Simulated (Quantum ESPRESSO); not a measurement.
What a tighter setting buys: conv_thr, LaNO4 (Pmmn, 12 atoms in the cell)

Cell: a = 4.0249 Å, b = 4.7707 Å, c = 8.0268 Å, α = 90.00°, β = 90.00°, γ = 90.00°.

Method of the run: LDA (PZ), GBRV 1.5 ultrasoft (LDA) pseudopotentials (plane waves; Quantum ESPRESSO).

Base settings: ecutwfc = 40 Ry; ecutrho = 200 Ry; occupations = smearing; smearing = gauss; degauss = 0.0036749 Ry; potentials = {La: la_lda_v1.uspp.F.UPF, N: n_lda_v1.2.uspp.F.UPF, O: o_lda_v1.2.uspp.F.UPF}; K_POINTS = automatic 4 4 2 0 0 0; conv_thr = 1e-10 Ry; mixing_beta = 0.7.

Misses are taken against the tightest run, 7.3e-14 Ry, which need not be fully converged itself.

The count of work is k-points × plane waves × bands × iterations; it is no time, and leaves out set-up, grids and terms that scale otherwise. Core times come from one kind of shared machine and are given to one figure; runs under 30 s give none.

The starting cell comes from a database of computed structures (which also holds hypothetical and non-ambient phases and stackings), without a prior relaxation at this level. In the base run, with a pressure of about -6 GPa the cell is away from its equilibrium volume at this level.

The runs (conv_thr): 0.0073 Ry | 0.00073 Ry | 7.3e-05 Ry | 7.3e-06 Ry | 7.3e-07 Ry | 7.3e-08 Ry | 7.3e-10 Ry | 1e-10 Ry | 7.3e-12 Ry | 7.3e-14 Ry.

Task: Which is the coarsest setting among those run that, with all tighter ones, holds the pressure within 1 GPa of the reference, and what does it save?

Result: 0.00073 Ry, off by 0.56 GPa; its saving against the reference is no more than about a factor of 2 in time.

Task: Which is the coarsest setting among those run that, with all tighter ones, holds the pressure within 0.5 GPa of the reference, and what does it save?

Result: 7.3e-05 Ry, off by 0.35 GPa; its saving against the reference is no more than about a factor of 2 in the count of work.

```tsv
conv_thr	pressure less reference (GPa)	largest difference in the force on any atom (eV/Å)	gap on the mesh less reference (eV)	count of work / reference	core time / reference (rough)
0.0073 Ry	-3.62	0.189	-0.025	0.40	0.5
0.00073 Ry	-0.56	0.093	-0.033	0.45	0.5
7.3e-05 Ry	0.35	0.020	0.002	0.55	0.6
7.3e-06 Ry	0.09	0.005	0.001	0.60	0.6
7.3e-07 Ry	-0.03	0.002	0.000	0.65	0.7
7.3e-08 Ry	-0.01	0.000	0.000	0.70	0.8
7.3e-10 Ry	0.00	0.000	0.000	0.80	0.8
1e-10 Ry	0.00	0.000	0.000	0.80	0.9
7.3e-12 Ry	0.00	0.000	0.000	0.90	0.8
7.3e-14 Ry	0.00	0.000	0.000	1.0	1
```
